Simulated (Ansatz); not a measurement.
Consider Cd in the hcp (Mg type) structure (space group P6_3/mmc, No. 194; a = 3.0159 Å, c = 5.8216 Å).

Level of theory: PBE, PAW, 420 eV (Ansatz, a quantum-chemistry and plane-wave program; no spin-orbit coupling), earlier PAW set.

One change was made to it. Results:

| quantity | base | after |
|---|---|---|
| c/a ratio | 1.930 | 1.660 |
| density | 8.14 g/cm³ | 11.11 g/cm³ |

Q: Name the change that was made.
(A) pressure −1 GPa
(B) pressure 4.5 GPa
(C) pressure 0.9 GPa
(D) pressure 9 GPa
(E) pressure 30 GPa

A: E, pressure 30 GPa. For comparison, the c/a ratio in the other runs: pressure 0.9 GPa gives 1.901; pressure −1 GPa gives 1.960; pressure 9 GPa gives 1.792; pressure 4.5 GPa gives 1.815.

Load acts through the strain it causes; cell and atoms are relaxed under it. No phonon test of stability was made. Competing high-pressure phases were not computed.
